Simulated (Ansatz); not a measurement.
PbSe: response to strain

Base system: PbSe in the rock salt structure (space group Fm-3m, No. 225; a = 6.178 Å). Axes: x, y, z lie along the cube axes.

Strains are applied to the cell and any free atomic positions relax; under biaxial strain the out-of-plane vector relaxes too.

Level of theory: r2SCAN in Ansatz (plane waves to 500 eV, PAW, without spin-orbit coupling).

Notes on the quantities. energy relative to the base: free energy F.

```tsv
biaxial strain, plane normal [001], relaxed out of plane (%)	energy relative to the base (meV/atom)
0	0.0
0.5	0.6
1	2.5
1.5	?
2	9.4
2.5	14.5
3	20.4
```

Task: Fit ΔE = Aε² + Bε³ (ε in %) to the rows shown and predict the withheld row.

Result: Least squares on the printed values gives A = 2.55 and B = -0.094 meV/atom (largest residual 0.0 meV/atom); this predicts 5.4 meV/atom, and the run gives 5.4 meV/atom, in agreement.

Stability against distortions was not tested.

Ansatz is a quantum-chemistry and plane-wave program.
